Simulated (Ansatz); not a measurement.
Fluorite HfO2 (high-temperature phase), treated with r²SCAN+SOC (Ansatz, a first-principles code, PAW).

Run with plane-wave cutoff 600 eV, 8×8×8 k mesh, PAW data made under PBE.

Computed at the level's own relaxed cell.

Hill averages of the elastic tensor: K = 271.2 GPa, G = 122.6 GPa. Volume 10.775 Å³/atom, mean atomic mass 70.163 u.

Work out the density, the sound velocities of a polycrystal and the elastic Debye temperature at this level.

ρ = 1.66054 × 70.163/10.775 = 10.813 g/cm³. v_l = √[(K + 4G/3)/ρ] = 6.340 km/s and v_t = √(G/ρ) = 3.367 km/s. The mean follows from 3/v_m³ = 1/v_l³ + 2/v_t³: v_m = 3.763 km/s. Θ_D = (ħ/k_B) v_m (6π²/V)^(1/3) = 76.38 K Å s/km × 3.763 × 1.7647 Å⁻¹ = 507 K, counting all atoms of the cell.

Note: symmetry holds this phase in the static calculation, where it need not be a minimum; held by symmetry at 0 K, a high-temperature phase can be a saddle point.
